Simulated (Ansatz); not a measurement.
**Response to strain in BaTiO3**

Base system: BaTiO3 in the cubic perovskite structure (space group Pm-3m, No. 221; a = 4.019 Å).

Strains are applied to the cell and any free atomic positions relax.

Computed with PBE (Ansatz, a program for electronic structure, PAW, without spin-orbit coupling).

Notes on the quantities. energy relative to the base: free energy F.

```
case                      energy relative to the base  band gap  volume per atom
------------------------  ---------------------------  --------  ---------------
base                                       0 meV/atom   1.78 eV         12.99 Å³
isotropic strain +0.60 %                +2.1 meV/atom   1.75 eV         13.22 Å³
isotropic strain +1.20 %                +8.2 meV/atom   1.71 eV         13.46 Å³
isotropic strain +1.80 %                 +18 meV/atom   1.67 eV         13.70 Å³
isotropic strain +2.40 %                          [?]       [?]         13.94 Å³
isotropic strain +3.00 %                 +48 meV/atom   1.59 eV         14.19 Å³
```

Q: Fill in the withheld entries from the trend.

A: 
- isotropic strain +2.40 %, energy relative to the base: +31 meV/atom
- isotropic strain +2.40 %, band gap: 1.63 eV

No phonon test of stability was made. All final runs are without spin polarisation. Many cubic perovskites are stable only at high temperature; tilts and polar distortions were not tested. This is not the structure that BaTiO3 has at room temperature and ambient pressure.
